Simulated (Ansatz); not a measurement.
Effect of isotropic strain +2.00 % on MgSe

The parent structure is MgSe in the rock salt structure (space group Fm-3m, No. 225; a = 5.5080 Å).

The change: the cell is scaled by 1.0200 in all directions, atoms relaxed at fixed cell.

The values are results of PBE (Ansatz, a first-principles code; PAW; 420 eV plane waves; no SOC), not measurements. Γ-centred 10×10×10 mesh, Fermi–Dirac width 0.05 eV.

The volume per atom increases by 1.28 Å³ to 22.17 Å³ and the space group is still Fm-3m (No. 225). The shortest interatomic distance increases by 0.055 Å to 2.809 Å and the energy goes up by 13 meV/atom. The pressure falls by 31.9 kbar to -31.8 kbar and the band gap drops by 0.10 eV (1.77 eV → 1.67 eV). The gap character is still indirect, Γ → X and the mean gap deformation potential ΔEg/Δln V amounts to -1.7 eV. The width of the top valence band falls by 0.163 eV to 2.29 eV and the electron mass changes from 0.48 mₑ along k, 0.24 mₑ across (at X) to 0.47 mₑ along k, 0.23 mₑ across (at X). The hole mass (degenerate bands, along [100]) goes from 0.16, 0.82, 0.82 mₑ (at Γ) to 0.15, 0.87, 0.87 mₑ (at Γ) and the valley order (the lowest conduction-band minima on the path, energy above the VBM, named in the base's zone) becomes X along ⟨100⟩ 1.67 eV; Γ 2.04 eV (base: X along ⟨100⟩ 1.77 eV; Γ 2.40 eV).

Final structure:

```
MgSe
1.0
    0.00000     2.80910     2.80910
    2.80910     0.00000     2.80910
    2.80910     2.80910     0.00000
Mg Se
1 1
Direct
  0.00000   0.00000   0.00000
  0.50000   0.50000   0.50000
```

Effective masses come from finite differences of ±0.01 Å⁻¹. Along k means along the line from Γ to the band edge. Stability against distortions was not tested.
